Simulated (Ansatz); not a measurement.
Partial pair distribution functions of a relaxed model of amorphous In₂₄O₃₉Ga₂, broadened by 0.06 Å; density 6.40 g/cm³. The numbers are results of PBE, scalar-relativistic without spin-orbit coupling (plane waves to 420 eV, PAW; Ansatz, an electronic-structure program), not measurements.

Preparation: random packing, a CHGNet melt and quench, and a DFT relaxation. O atoms were pushed apart under 1.9 Å during the dynamics, to hinder bonds among them. The hot cell started wider than the set density and was brought back towards it in steps. It is the lowest in DFT energy of 2 quenches. It is a model cell: composition and starting density were chosen by hand, and all elements were melted together. No dispersion term was used. Its density started from a set value of 6.42 and ended at 6.40 g/cm³. The quench (nominally 220 K/ps over its main leg) was far faster than any real one, so the model tends to hold more defects than a real film. Values belong to this one cell and scatter from quench to quench. The volume was free in the relaxation, at fixed shape. Stress components on the final sampling reach 1.6 GPa. Cycles of charging lowered its energy after that relaxation.

```json
[
 {"r (Å)": "1.65", "g In-O": "0.00", "g O-Ga": "0.01", "g In-In": "0.00", "g O-O": "0.00"},
 {"r (Å)": "1.75", "g In-O": "0.00", "g O-Ga": "0.91", "g In-In": "0.00", "g O-O": "0.00"},
 {"r (Å)": "1.85", "g In-O": "0.01", "g O-Ga": "4.99", "g In-In": "0.00", "g O-O": "0.00"},
 {"r (Å)": "1.95", "g In-O": "0.61", "g O-Ga": "8.83", "g In-In": "0.00", "g O-O": "0.00"},
 {"r (Å)": "2.05", "g In-O": "4.04", "g O-Ga": "6.62", "g In-In": "0.00", "g O-O": "0.00"},
 {"r (Å)": "2.15", "g In-O": "7.84", "g O-Ga": "2.29", "g In-In": "0.00", "g O-O": "0.00"},
 {"r (Å)": "2.25", "g In-O": "5.89", "g O-Ga": "0.26", "g In-In": "0.00", "g O-O": "0.00"},
 {"r (Å)": "2.35", "g In-O": "2.40", "g O-Ga": "0.00", "g In-In": "0.00", "g O-O": "0.00"},
 {"r (Å)": "2.45", "g In-O": "0.64", "g O-Ga": "0.00", "g In-In": "0.00", "g O-O": "0.00"},
 {"r (Å)": "2.55", "g In-O": "0.23", "g O-Ga": "0.00", "g In-In": "0.00", "g O-O": "0.11"},
 {"r (Å)": "2.65", "g In-O": "0.05", "g O-Ga": "0.12", "g In-In": "0.00", "g O-O": "0.66"},
 {"r (Å)": "2.75", "g In-O": "0.09", "g O-Ga": "0.78", "g In-In": "0.00", "g O-O": "2.10"},
 {"r (Å)": "2.85", "g In-O": "0.11", "g O-Ga": "0.31", "g In-In": "0.00", "g O-O": "3.31"},
 {"r (Å)": "2.95", "g In-O": "0.15", "g O-Ga": "0.01", "g In-In": "0.00", "g O-O": "2.24"},
 {"r (Å)": "3.05", "g In-O": "0.15", "g O-Ga": "0.00", "g In-In": "0.03", "g O-O": "1.88"},
 {"r (Å)": "3.15", "g In-O": "0.09", "g O-Ga": "0.00", "g In-In": "0.69", "g O-O": "1.93"},
 {"r (Å)": "3.25", "g In-O": "0.05", "g O-Ga": "0.00", "g In-In": "2.90", "g O-O": "1.94"},
 {"r (Å)": "3.35", "g In-O": "0.13", "g O-Ga": "0.15", "g In-In": "4.72", "g O-O": "1.58"},
 {"r (Å)": "3.45", "g In-O": "0.18", "g O-Ga": "1.17", "g In-In": "4.28", "g O-O": "1.67"},
 {"r (Å)": "3.55", "g In-O": "0.41", "g O-Ga": "1.06", "g In-In": "2.00", "g O-O": "1.36"},
 {"r (Å)": "3.65", "g In-O": "0.57", "g O-Ga": "0.64", "g In-In": "1.21", "g O-O": "0.94"},
 {"r (Å)": "3.75", "g In-O": "0.78", "g O-Ga": "0.84", "g In-In": "1.57", "g O-O": "0.72"},
 {"r (Å)": "3.85", "g In-O": "1.28", "g O-Ga": "0.96", "g In-In": "1.60", "g O-O": "0.57"},
 {"r (Å)": "3.95", "g In-O": "1.17", "g O-Ga": "0.66", "g In-In": "1.20", "g O-O": "0.62"},
 {"r (Å)": "4.05", "g In-O": "1.14", "g O-Ga": "1.81", "g In-In": "0.84", "g O-O": "0.68"},
 {"r (Å)": "4.15", "g In-O": "1.21", "g O-Ga": "1.65", "g In-In": "1.00", "g O-O": "0.65"},
 {"r (Å)": "4.25", "g In-O": "1.42", "g O-Ga": "1.44", "g In-In": "0.68", "g O-O": "0.83"},
 {"r (Å)": "4.35", "g In-O": "1.41", "g O-Ga": "1.53", "g In-In": "0.46", "g O-O": "1.06"},
 {"r (Å)": "4.45", "g In-O": "1.18", "g O-Ga": "0.49", "g In-In": "0.46", "g O-O": "0.78"},
 {"r (Å)": "4.55", "g In-O": "1.49", "g O-Ga": "0.87", "g In-In": "0.34", "g O-O": "0.57"},
 {"r (Å)": "4.65", "g In-O": "1.77", "g O-Ga": "2.06", "g In-In": "0.51", "g O-O": "0.48"},
 {"r (Å)": "4.75", "g In-O": "1.43", "g O-Ga": "2.23", "g In-In": "0.43", "g O-O": "0.37"},
 {"r (Å)": "4.85", "g In-O": "1.31", "g O-Ga": "1.83", "g In-In": "0.58", "g O-O": "0.36"}
]
```

Within 2.62 Å each In has 5.58 O neighbours on average.
